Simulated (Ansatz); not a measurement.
# Short convergence ladders for CoSn (P6mm, 6 atoms in the cell)

```yaml
crystal:
  lattice:
    - [5.21981, 0.00000, 0.00000]
    - [-2.60990, 4.52049, 0.00000]
    - [0.00000, 0.00000, 4.16665]
  atoms:
    - { symbol: Co, position: [0.00000, 0.50000, 0.00000] }
    - { symbol: Co, position: [0.50000, 0.00000, 0.00000] }
    - { symbol: Co, position: [0.50000, 0.50000, 0.00000] }
    - { symbol: Sn, position: [0.66667, 0.33333, 0.50000] }
    - { symbol: Sn, position: [0.33333, 0.66667, 0.50000] }
    - { symbol: Sn, position: [0.00000, 0.00000, 0.01200] }
```

Base method: LDA (PW92), default PAW files made with PBE (plane waves; Ansatz, a program for electronic structure).

Base settings: basis.ecutwfc = 30.9 Ry; kpoints.mp_grid.grid = 7 7 8; hamiltonian.xc = lda; hamiltonian.pseudopotentials = {kind: paw} (the program's default PAW files); scf.occupations.method = gaussian; scf.occupations.width = 0.0073 Ry.

Core times come from one kind of shared machine, to one figure; runs under 30 s give none.

**The width of Fermi-Dirac smearing**

In this ladder: kpoints.mp_grid.grid = 12 12 13; scf.occupations.method = fermi_dirac.

Narrow widths need finer meshes than wide ones, so the last steps can hold mesh noise.

Only quantities that move along the ladder and can be compared are tabulated; pressure and forces are left out, as mesh noise rules them at narrow widths.

```tsv
scf.occupations.width	free energy less the last step's (meV/atom)	energy extrapolated to zero width less the last step's (meV/atom)	core time / last (rough)
0.0735 Ry	-1338.73	-90.76	1
0.0367 Ry	-347.81	3.31	0.9
0.022 Ry	-117.29	11.48	0.8
0.0147 Ry	-45.94	7.68	0.7
0.0073 Ry	-7.20	1.65	0.8
0.0037 Ry	0.00	0.00	1
```

Widest scf.occupations.width that holds the energy extrapolated to zero width within 2 meV/atom: not settled: the last two steps still differ by 1.6 meV/atom, over half the tolerance, so the ladder does not show it.

Widest scf.occupations.width that holds the free energy within 5 meV/atom: not settled: the last two steps still differ by 7.2 meV/atom, over half the tolerance, so the ladder does not show it.

The extrapolation to zero width removes most of the smearing's effect on the energy.

**The width of cold smearing**

In this ladder: kpoints.mp_grid.grid = 12 12 13; scf.occupations.method = cold.

Narrow widths need finer meshes than wide ones, so the last steps can hold mesh noise.

Only quantities that move along the ladder and can be compared are tabulated; pressure and forces are left out, as mesh noise rules them at narrow widths.

| scf.occupations.width | free energy less the last step's (meV/atom) | core time / last (rough) |
|---|---|---|
| 0.022 Ry | 16.70 | 1 |
| 0.0147 Ry | 6.41 | 0.9 |
| 0.0073 Ry | 1.03 | 0.9 |
| 0.0037 Ry | 0.00 | 1 |

Widest scf.occupations.width that holds the free energy within 5 meV/atom of the last step, with all finer ones: 0.0073 Ry; the step before is off by 6.4 meV/atom.

On the base run: the starting cell comes from a database of computed structures (which also holds hypothetical and non-ambient phases and stackings), without a prior relaxation at this level. Its lattice was rescaled by up to half a per cent. One atom was moved a little off its site on purpose. Spin polarisation is off. In the base run, with a pressure of about -4 GPa the cell is away from its equilibrium volume at this level. Ansatz's pressure includes its estimate of the finite-basis (Pulay) stress.

Left out of this page: 4 runs of the series outside the window shown, repeating another row's setting, or not comparable; 2 runs of the series unsound by tests on forces, stress, charge or solver warnings.

Keys are those of Ansatz 0.2.
